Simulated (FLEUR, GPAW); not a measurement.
A GPAW input for a self-consistent single point of Cr (Im-3m, 1 atom in the cell) (DFT PBE, plane waves, GPAW PAW datasets PBE (gpaw-data 1.0.1)):

```python
from ase import Atoms
from ase.units import GPa
from gpaw import GPAW, PW, FermiDirac

atoms = Atoms(['Cr'],
              cell=[[-1.418400, 1.418400, 1.418400],
                    [1.418400, -1.418400, 1.418400],
                    [1.418400, 1.418400, -1.418400]],
              positions=[[0.000000, 0.000000, 0.000000]],
              pbc=True)

atoms.set_initial_magnetic_moments([3.0])

calc = GPAW(spinpol=True,
            mode=PW(800),
            xc='PBE',
            kpts=(13, 13, 13),
            occupations=FermiDirac(0.1),
            nbands=-7,
            convergence={'forces': 0.001},
            symmetry={'symmorphic': False, 'tolerance': 0.0005},
            maxiter=120,
            txt='-')

atoms.calc = calc

energy = atoms.get_potential_energy()
print('Energy (eV):', round(energy, 6))
forces = atoms.get_forces()
print('Forces (eV/Ang):')
print(forces.round(5))
stress = atoms.get_stress()
print('Stress (GPa, Voigt):', (stress / GPa).round(4))
```

Task: Give the FLEUR input for the same structure, mesh, smearing and functional.

Result: One input that does it (others would too):

Input of the input generator:

```
scf Cr
&input film=f /
-2.6803875352 2.6803875352 2.6803875352
2.6803875352 -2.6803875352 2.6803875352
2.6803875352 2.6803875352 -2.6803875352
1.0
1.0 1.0 1.0

1
24 0.0000000000 0.0000000000 0.0000000000 : 3.00

&comp jspins=2 /
&kpt div1=13 div2=13 div3=13 /
&end /
```

```xml
<?xml version="1.0" encoding="UTF-8" standalone="no"?>
<fleurInput fleurInputVersion="0.39">
   <comment>
      scf Cr                                                                                              
   </comment>
   <calculationSetup>
      <cutoffs Kmax="3.6" Gmax="14.4" GmaxXC="14.4" numbands="0"/>
      <scfLoop itmax="80" minDistance="0.00001" maxIterBroyd="15" imix="Anderson" alpha="0.05" precondParam="0.0" spinf="2.0"/>
      <coreElectrons ctail="T" frcor="F" kcrel="0" coretail_lmax="0"/>
      <xcFunctional name="pbe" relativisticCorrections="F"/>
      <magnetism jspins="2"/>
      <soc l_soc="F" theta="0.0" phi="0.0" spav="F"/>
      <expertModes spex="0" secvar="F"/>
      <geometryOptimization l_f="T" forcealpha="1.0" forcemix="BFGS" epsdisp="0.00001" epsforce="0.00001"/>
      <ldaU l_linMix="F" mixParam="0.05" spinf="1.0"/>
   </calculationSetup>
   <cell>
      <bzIntegration valenceElectrons="14.0" mode="hist" fermiSmearingEnergy="0.00367493">
         <kPointListSelection listName="default-1"/>
         <!-- k-points included here -->
         <xi:include xmlns:xi="http://www.w3.org/2001/XInclude" href="kpts.xml"> </xi:include>
      </bzIntegration>
      <!-- symmetry operations included here -->
      <xi:include xmlns:xi="http://www.w3.org/2001/XInclude" href="sym.xml"> </xi:include>
      <bulkLattice scale="1.0">
         <bravaisMatrix>
            <row-1>   -2.6803875351999999     2.6803875351999999     2.6803875351999999</row-1>
            <row-2>    2.6803875351999999    -2.6803875351999999     2.6803875351999999</row-2>
            <row-3>    2.6803875351999999     2.6803875351999999    -2.6803875351999999</row-3>
         </bravaisMatrix>
      </bulkLattice>
   </cell>
   <atomSpecies>
      <species name="Chromium (3.000" element="Cr" atomicNumber="24">
         <mtSphere radius="2.16" gridPoints="747" logIncrement="0.016"/>
         <atomicCutoffs lmax="8" lnonsphr="6"/>
         <electronConfig flipSpins="F">
            <coreConfig>(1s1/2) (2s1/2) (2p1/2) (2p3/2)</coreConfig>
            <valenceConfig>(3s1/2) (3p1/2) (3p3/2) (4s1/2) (3d3/2) (3d5/2)</valenceConfig>
            <stateOccupation state="(4s1/2)" spinUp="0.5" spinDown="0.5"/>
            <stateOccupation state="(3d3/2)" spinUp="1.0" spinDown="1.0"/>
            <stateOccupation state="(3d5/2)" spinUp="3.0" spinDown="0.0"/>
         </electronConfig>
         <energyParameters s="4" p="4" d="3" f="4"/>
         <lo type="SCLO" l="0" n="3" eDeriv="0"/>
         <lo type="SCLO" l="1" n="3" eDeriv="0"/>
      </species>
   </atomSpecies>
   <atomGroups>
      <atomGroup species="Chromium (3.000">
         <relPos label="                   1">.0000000000 .0000000000 .0000000000</relPos>
         <force calculate="T" relaxXYZ="TTT"/>
      </atomGroup>
   </atomGroups>
   <output dos="F" band="F" slice="F">
      <checks vchk="F" cdinf="F"/>
      <bandDOS minEnergy="-.5*Htr" maxEnergy="0.5*Htr" sigma="0.015" storeEVData="T"/>
      <vacuumDOS vacdos="F" integ="F" star="F" nstars="0" locx1="0.0" locy1="0.0" locx2="0.0" locy2="0.0" nstm="0" tworkf="0.0"/>
      <unfoldingBand unfoldBand="F" supercellX="1" supercellY="1" supercellZ="1"/>
      <plotting iplot="0" polar="F">
         <plot TwoD="T" vec1="  1.0  0.0  0.0" vec2="  0.0  1.0  0.0" vec3="  0.0  0.0  1.0" zero="  0.0  0.0  0.0" file="plot"/>
      </plotting>
      <chargeDensitySlicing numkpt="0" minEigenval="0.0" maxEigenval="0.0" nnne="0" pallst="F"/>
      <specialOutput eonly="F"/>
      <magneticCircularDichroism mcd="F" energyLo="-10.0" energyUp="0.0"/>
   </output>
  <!-- We include the file relax.xml here to enable relaxations (see documentation) -->
  <xi:include xmlns:xi="http://www.w3.org/2001/XInclude" href="relax.xml"> <xi:fallback/> </xi:include>
</fleurInput>
```

Basis settings and potentials, where a program has them, do not carry over. This input uses DFT, PBE, all-electron FLAPW (FLEUR), scalar-relativistic valence. Both were run: size of the net moment 0.00 μB/atom in GPAW and 0.00 in FLEUR.

On FLEUR: the starting cell was generated: these elements placed on a structure prototype, without a prior relaxation; it need not be a known phase or ordering of this composition. Its lattice was rescaled by a random factor within 2.5 % of one. The starting moments vanished: the run ended non-magnetic, which need not be the lowest state. Values depend on the basis (sphere radii, cutoffs, local orbitals), which need not be converged.

On GPAW: the starting cell was generated: these elements placed on a structure prototype, without a prior relaxation; it need not be a known phase or ordering of this composition. Its lattice was rescaled by a random factor within 2.5 % of one. The starting moments vanished: the run ended non-magnetic, which need not be the lowest state.
